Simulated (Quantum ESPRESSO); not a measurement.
Short convergence ladders for CoAl (Pm-3m, 2 atoms in the cell)

```
CELL_PARAMETERS angstrom
      2.85142     0.00000     0.00000
      0.00000     2.85142     0.00000
      0.00000     0.00000     2.85142
ATOMIC_POSITIONS crystal
  Al 0.50000 0.50000 0.50000
  Co 0.00000 0.00000 0.00000
```

Base method: PBEsol, PseudoDojo standard norm-conserving (PBESOL) pseudopotentials (plane waves; Quantum ESPRESSO).

Base settings: ecutwfc = 100 Ry; occupations = smearing; smearing = gaussian; degauss = 0.0073499 Ry; potentials = {Al: Al.upf, Co: Co.upf}; K_POINTS = automatic 10 10 10 0 0 0; conv_thr = 1e-11 Ry; mixing_beta = 0.7.

Core times come from one kind of shared machine, to one figure; runs under 30 s give none.

**Zone-centre phonons against the cutoff**

In this ladder: ph.x.tr2_ph = 1e-14; ph.x.fildyn = dyn.G; dynmat.x.fildyn = dyn.G; dynmat.x.asr = simple.

The mesh stays at the base's, so the ladder's end is converged at best in this setting alone.

Frequencies are those of the unrelaxed cell, without the LO-TO term of polar crystals.

Only quantities that move along the ladder and can be compared are tabulated.

| ecutwfc | highest zone-centre frequency (cm⁻¹) |
|---|---|
| 50 Ry | 305.2 |
| 70 Ry | 322.8 |
| 100 Ry | 322.1 |
| 150 Ry | 322.1 |

Coarsest ecutwfc that holds the highest zone-centre frequency within 1 cm⁻¹ of the last step, with all finer ones: 70 Ry; the step before is off by 17 cm⁻¹.

**Zone-centre phonons against the mesh**

In this ladder: ph.x.tr2_ph = 1e-14; ph.x.fildyn = dyn.G; dynmat.x.fildyn = dyn.G; dynmat.x.asr = simple.

Frequencies are those of the unrelaxed cell, without the LO-TO term of polar crystals.

Only quantities that move along the ladder and can be compared are tabulated.

```tsv
K_POINTS	highest zone-centre frequency (cm⁻¹)	core time / last (rough)
automatic 3 3 3 0 0 0	314.5	–
automatic 5 5 5 0 0 0	320.3	0.1
automatic 7 7 7 0 0 0	321.5	0.2
automatic 14 14 14 0 0 0	322.1	1
```

Coarsest K_POINTS that holds the highest zone-centre frequency within 5 cm⁻¹ of the last step, with all finer ones: automatic 5 5 5 0 0 0, at about 0.1 of the last step's time; the step before is off by 7.6 cm⁻¹.

On the base run: the starting cell has typed, rounded lattice constants, without a prior relaxation at this level. Its lattice was rescaled by up to half a per cent. Spin polarisation is off. In the base run, with a pressure of about -6 GPa the cell is away from its equilibrium volume at this level.
